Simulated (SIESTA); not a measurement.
Worked example: self-consistent single point of SrMn2As2 (P-3m1, 5 atoms in the cell) in SIESTA.

Computed with GGA PBEsol, numerical atomic orbitals DZP, PseudoDojo PBEsol standard norm-conserving potentials (rewritten from UPF to PSML) in SIESTA 5.4.2.

```xyz
5
Lattice="4.0763 0.0000 0.0000 -2.0382 3.5302 0.0000 0.0000 0.0000 7.3515" Properties=species:S:1:pos:R:3 pbc="T T T"
Sr     0.0000     0.0000     0.0000
Mn     2.0382     1.1767     2.8500
Mn     0.0000     2.3535     4.5015
As     2.0382     1.1767     5.2781
As     0.0000     2.3535     2.0734
```
Moments meant for the start (each program seeds them in its own way; μB, in the order of the atoms Sr Mn Mn As As): 0.0 4.0 4.0 0.0 0.0.

Reference input (self-consistent single point, DFT, GGA PBEsol, numerical atomic orbitals DZP, PseudoDojo PBEsol standard norm-conserving potentials (rewritten from UPF to PSML)): XC.functional = GGA; XC.authors = PBEsol; potentials = PseudoDojo PBEsol standard; PAO.BasisSize = DZP; PAO.EnergyShift = 0.01 Ry; MeshCutoff = 400 Ry; kgrid.MonkhorstPack = 5 5 3; OccupationFunction = FD; ElectronicTemperature = 100 meV; Spin = polarized; DM.InitSpin = [1 +0.00, 2 +4.00, 3 +4.00, 4 +0.00, 5 +0.00]; MaxSCFIterations = 150. This run's input differs from it in these lines:

```diff
@@ -32,5 +32,5 @@
 %block kgrid.MonkhorstPack
-    5   0   0  0.0
-    0   5   0  0.0
-    0   0   3  0.0
+    1   0   0  0.0
+    0   1   0  0.0
+    0   0   1  0.0
 %endblock kgrid.MonkhorstPack
```

Log, with long lists cut:

```
        iscf     Eharris(eV)        E_KS(eV)     FreeEng(eV)     dDmax    Ef(eV) dHmax(eV)
   scf:    1   -12580.217734   -12601.927604   -12602.133566  0.786939 -1.865256  6.445372
     spin moment: {S} , |S| = {        0.0        0.0    5.44545 }     5.44545
   scf:    2   -12603.345435   -12602.964692   -12603.173715  0.164781 -1.929987  2.120187
     spin moment: {S} , |S| = {        0.0        0.0    5.44244 }     5.44244
   scf:    3   -12603.221261   -12603.103062   -12603.317767  0.030026 -1.969956  1.748463
     spin moment: {S} , |S| = {        0.0        0.0    5.38888 }     5.38888
   [... lines left out ...]
     spin moment: {S} , |S| = {        0.0        0.0    0.12819 }     0.12819
   scf:  148   -12604.167576   -12604.167137   -12604.324460  0.115798 -2.188704  0.496156
     spin moment: {S} , |S| = {        0.0        0.0    0.18591 }     0.18591
   scf:  149   -12604.163466   -12604.165153   -12604.324512  0.017711 -2.188382  0.467298
     spin moment: {S} , |S| = {        0.0        0.0    0.20905 }     0.20905
   scf:  150   -12604.159383   -12604.163181   -12604.330350  0.041424 -2.186953  0.211801
     spin moment: {S} , |S| = {        0.0        0.0    0.26600 }     0.26600
SCF_NOT_CONV: SCF did not converge in maximum number of steps (required).
SCF_NOT_CONV: SCF did not converge in maximum number of steps (required).
Geom step, scf iteration, dDmax, dHmax:    0   150      0.041424     0.015567
Geom step, scf iteration, dDmax, dHmax:    0   150      0.041424     0.015567

ABNORMAL_TERMINATION
ABNORMAL_TERMINATION
Stopping Program from Node:    0
Stopping Program from Node:    0
```

The run ended unconverged after 150 iterations. 

The starting cell comes from a database of computed structures (which also holds hypothetical and non-ambient phases and stackings), without a prior relaxation at this level. Values carry the incompleteness of an atom-centred basis.

Cost on one core of a shared machine: roughly 4 min.
